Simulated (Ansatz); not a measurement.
```xyz
8
Lattice="14.5000 0.0000 0.0000 0.0000 14.5000 0.0000 0.0000 0.0000 6.4153" Properties=species:S:1:pos:R:3 pbc="T T T"
Rb     5.6436     5.6436     0.0000
Cl     5.6178     5.6178     3.2076
Cl     5.6178     8.8822     0.0000
Rb     5.6436     8.8564     3.2076
Cl     8.8822     5.6178     0.0000
Rb     8.8564     5.6436     3.2076
Rb     8.8564     8.8564     0.0000
Cl     8.8822     8.8822     3.2076
```

Calculation: PBE (plane waves to 420 eV, PAW; Ansatz, a program for electronic structure). Mesh 1×1×48. No spin polarisation. Isolated but for its images some 11 Å away. A hypothetical model. It keeps the symmetry and period of its start, so it need not be a minimum against all distortions.

Q: Tabulate the two highest filled and two lowest empty levels along the axis, from the valence top.

A: 
```csv
k (2π/c),v2 (eV),v1 (eV),c1 (eV),c2 (eV)
0.000,-0.07,0.00,4.69,–
0.042,-0.08,-0.01,4.70,–
0.083,-0.09,-0.03,4.72,–
0.125,-0.10,-0.06,4.77,–
0.167,-0.10,-0.10,4.83,–
0.208,-0.11,-0.11,–,–
0.250,-0.11,-0.11,–,–
0.292,-0.11,-0.11,–,–
0.333,-0.12,-0.12,–,–
0.375,-0.12,-0.12,–,–
0.417,-0.12,-0.12,–,–
0.458,-0.12,-0.12,–,–
0.500,-0.12,-0.12,–,–
```
A dash stands for levels within 1 eV of the vacuum level or above it.
